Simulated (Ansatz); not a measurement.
We consider zinc-blende LiCl (model structure), described by PBEsol (PAW; Ansatz, a program for electronic structure).

Numerical settings: plane-wave cutoff 500 eV, 10×10×10 k mesh, gaussian smearing 0.02 eV, scalar-relativistic PAW data made under PBE.

Cell (relaxed at this level):

```cif
data_Cl4Li4
_chemical_formula_sum 'Li4 Cl4'
_space_group_name_H-M_alt 'F-43m'
_space_group_IT_number 216
_space_group_name_Hall 'F -4 2 3'
_cell_length_a 5.44168
_cell_length_b 5.44168
_cell_length_c 5.44168
_cell_angle_alpha 90.000
_cell_angle_beta 90.000
_cell_angle_gamma 90.000
loop_
_atom_site_label
_atom_site_type_symbol
_atom_site_symmetry_multiplicity
_atom_site_Wyckoff_symbol
_atom_site_fract_x
_atom_site_fract_y
_atom_site_fract_z
_atom_site_occupancy
Li1 Li 4 a 0.00000 0.00000 0.00000 1
Cl1 Cl 4 d 0.75000 0.75000 0.75000 1
```
(The calculation used a cell of 2 atoms; values per cell refer to that cell.)

**Question.** Estimate the band gap that the calculation returns.

**Answer.** 
band gap: 5.88 eV (on the SCF k mesh)

Note: the relaxation could raise the start's symmetry but not lower it, so the cell can be a saddle point.

Computed values are for the static lattice.

It cost very roughly 10 core-seconds of CPU time.

A model structure was made by putting elements into a prototype or built by hand; it is no filed structure, need not be a known phase, and can be a saddle point held by its symmetry.
